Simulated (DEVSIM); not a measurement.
Device: Mo/Al2O3/n-InP capacitor, at 300 K.

| layer (left to right) | material | thickness (nm) | Nd (cm⁻³) |
|---|---|---|---|
| 1 | Al2O3 | 4.10 | - |
| 2 | InP | 15000 | 1.7e15 |

Metal gate on the left, work function 4.6 eV. Fixed charge at the semiconductor interface 5.9e10 cm⁻² (in units of +e); no interface traps.

The device is made up for the run: typed textbook-type constants, with dimensions and the other settings drawn at random. Values at 300 K.

| parameter | Al2O3 | InP |
|---|---|---|
| gap (eV) | 6.8 | 1.344 |
| affinity (eV) | 1.35 | 4.38 |
| permittivity | 9 | 12.5 |
| Nc (cm⁻³) | - | 5.7e17 |
| Nv (cm⁻³) | - | 1.1e19 |

Model (solved in DEVSIM): 1D Poisson equation in equilibrium, Boltzmann statistics, complete ionisation; no quantum confinement or tunnelling. Metal contacts follow the ideal Schottky-Mott rule: no Fermi-level pinning, no interface dipoles.

**Question.** Tabulate band edges, carrier densities and field at -0.6 V on the gate.

**Answer.** Energies count from the Fermi level of the right contact; mesh points crowd at the junctions.

```csv
x (μm),Ec (eV),Ev (eV),n (cm⁻³),p (cm⁻³),field (V/cm)
0.000,3.850,-2.950,< 1e2,< 1e2,-36000
0.001249,3.845,-2.954,< 1e2,< 1e2,-36000
0.002867,3.840,-2.960,< 1e2,< 1e2,-36000
0.004100,0.805,-0.539,17000,9.7e9,-26000
0.006613,0.801,-0.543,20000,8.2e9,-18000
0.01181,0.792,-0.552,29000,5.8e9,-17000
0.02434,0.770,-0.574,66000,2.5e9,-17000
0.07305,0.690,-0.654,1500000,1.1e8,-16000
0.1722,0.544,-0.800,4.1e8,400000,-13000
0.3979,0.303,-1.041,4.6e12,< 1e2,-7900
0.9563,0.152,-1.192,1.6e15,< 1e2,-160
3.126,0.150,-1.194,1.7e15,< 1e2,≈ 0
7.504,0.150,-1.194,1.7e15,< 1e2,≈ 0
11.90,0.150,-1.194,1.7e15,< 1e2,≈ 0
14.02,0.150,-1.194,1.7e15,< 1e2,≈ 0
14.60,0.150,-1.194,1.7e15,< 1e2,≈ 0
14.84,0.150,-1.194,1.7e15,< 1e2,≈ 0
14.94,0.150,-1.194,1.7e15,< 1e2,≈ 0
14.98,0.150,-1.194,1.7e15,< 1e2,≈ 0
15.00,0.150,-1.194,1.7e15,< 1e2,≈ 0
15.00,0.150,-1.194,1.7e15,< 1e2,≈ 0
15.00,0.150,-1.194,1.7e15,< 1e2,≈ 0
```
